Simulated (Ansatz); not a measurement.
# Cost against accuracy: kpoints.mp_grid.grid for Li4H4Rh (I4/m, 9 atoms in the cell)

Cell: a = 4.8499 Å, b = 4.8499 Å, c = 4.8499 Å, α = 100.24°, β = 100.24°, γ = 130.14°.

Method: LDA (PW92), default PAW files made with PBE (plane waves; Ansatz, an electronic-structure program).

Base settings: kpoints.mp_grid.grid = 8 8 8; hamiltonian.xc = lda; hamiltonian.pseudopotentials = {kind: paw} (the program's default PAW files); scf.occupations.method = gaussian; scf.occupations.width = 0.05 eV.

Misses are taken against the tightest run, 23 23 23, which need not be fully converged itself. The energy is the free energy per atom.

The count of work is k-points × plane waves × bands × iterations; it is no time, and leaves out set-up, grids and terms that scale otherwise. Core times come from one kind of shared machine and are given to one figure; runs under 30 s give none.

The starting cell comes from a database of computed structures (which also holds hypothetical and non-ambient phases and stackings), without a prior relaxation at this level. Spin polarisation is off. Ansatz's pressure includes its estimate of the finite-basis (Pulay) stress.

```tsv
kpoints.mp_grid.grid	energy less reference (meV/atom)	pressure less reference (GPa)	largest difference in the force on any atom (eV/Å)	count of work / reference	core time / reference (rough)
1 1 1	267.38	1.56	0.712	0.00090	–
2 2 2	21.89	0.43	0.158	0.0021	–
3 3 3	1.25	0.05	0.065	0.0032	–
4 4 4	-3.78	-0.08	0.016	0.0075	–
5 5 5	1.19	0.05	0.025	0.011	–
7 7 7	0.78	0.02	0.008	0.033	–
8 8 8	-0.28	0.00	0.008	0.049	–
9 9 9	0.22	-0.01	0.008	0.056	–
11 11 11	-0.08	0.00	0.003	0.12	–
13 13 13	-0.15	0.00	0.001	0.19	–
15 15 15	0.01	0.00	0.001	0.29	0.4
19 19 19	-0.06	0.00	0.001	0.57	0.7
23 23 23	0.00	0.00	0.000	1.0	1
```

Coarsest setting among those run that, with all tighter ones, holds the energy within 10 meV/atom of the reference: 3 3 3, off by 1.2 meV/atom; it needs 0.0032 of the reference's count of work.

Coarsest setting among those run that, with all tighter ones, holds the energy within 2 meV/atom of the reference: 5 5 5, off by 1.2 meV/atom; it needs 0.011 of the reference's count of work. The coarser 3 3 3 also lies inside, but a setting between leaves the range again, so that is luck.

The step from 4 4 4 to 7 7 7: it takes the miss in the energy from 3.8 to 0.78 meV/atom, for 4.3 times the count of work.

Keys are those of Ansatz 0.2.
